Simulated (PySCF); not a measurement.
PySCF 2.14.0, unrestricted TPSSH/def2-svpd, df: trisilylamine triplet ([SiH3]N([SiH3])[SiH3]), charge 0, multiplicity 3, 13 atoms. The geometry is a generated start, not checked to be a minimum at this level.

```
Quantity                      Result
-------------------  ---------------
task                          energy
method                         tpssh
basis                      def2-svpd
two-electron scheme  density fitting
mol.max_memory               3000 MB
mf.max_cycle                     100
mf.init_guess        minao (default)
mf.DIIS              CDIIS (default)
mf.diis_space            8 (default)
mf.conv_tol          1e-09 (default)
mf.grids.level           3 (default)
basis functions                  164
grid points                   159720
```

```xyz
13

Si     0.2923     1.6477     0.4649
N      0.0269     0.0345    -0.1442
Si    -1.6049    -0.5060    -0.4441
Si     1.3155    -1.1374    -0.0433
H     -0.6641     2.5291    -0.1999
H      0.0971     1.6993     1.9168
H      1.6657     2.0192     0.1331
H     -2.3371     0.6148    -1.0296
H     -1.5286    -1.6262    -1.3780
H     -2.2475    -0.9312     0.8047
H      1.3731    -1.7304     1.2977
H      1.0462    -2.1718    -1.0390
H      2.5657    -0.4417    -0.3392
```

Charge 0 and multiplicity 3 are set for this test and not shown to be the ground state.

One run each on 2 threads, 1 BLAS thread. Values of level_shift (Hartree) tried: 0 (default), 0.1, 0.3, 1.

Problem. Which value of level_shift (Hartree) needs the fewest Fock builds, and what happens away from it?

Solution. Fewest Fock builds: 0 (default) with 14. The count rises to 36 at 0.3. The run ends without SCF convergence in 100 cycles at 1.

| level_shift (Hartree) | Fock builds | end |
|---|---|---|
| 0 (default) | 14 | same solution |
| 0.1 | 19 | same solution |
| 0.3 | 36 | same solution |
| 1 | 101 | no convergence |
